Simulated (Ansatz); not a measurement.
**WGe (model structure, started from the rocksalt type, Fm-3m, No. 225, 2 atoms in the cell): formation enthalpy by level of theory**

No measured value is used here.

| level (code) | value (eV/atom) |
|---|---|
| PBE (Ansatz) | 0.874 |
| PBE-D3(BJ) (Ansatz) | 0.847 |
| r²SCAN (Ansatz) | 0.936 |
| HSE06 (Ansatz) | (withheld) |
| PBE0 (Ansatz) | 1.065 |

**Question.** Complete the blanks.

**Answer.** 
- HSE06 (Ansatz, a quantum-chemistry and plane-wave program), value (eV/atom): 1.027

Density-functional levels without +SOC have no spin–orbit coupling, which shifts binding energies of heavy elements. HSE06, PBE0: exact exchange on metals is sensitive to the k mesh and can open a false gap. Values are at the level's own relaxed cell; HSE06 at the r²SCAN cell; PBE0 at the r²SCAN cell. Ansatz's density-functional and Hartree–Fock values are scalar-relativistic unless marked +SOC, with PAW data made under PBE.

A model structure was made by putting elements into a prototype or built by hand; it is no filed structure, need not be a known phase, and can be a saddle point held by its symmetry.
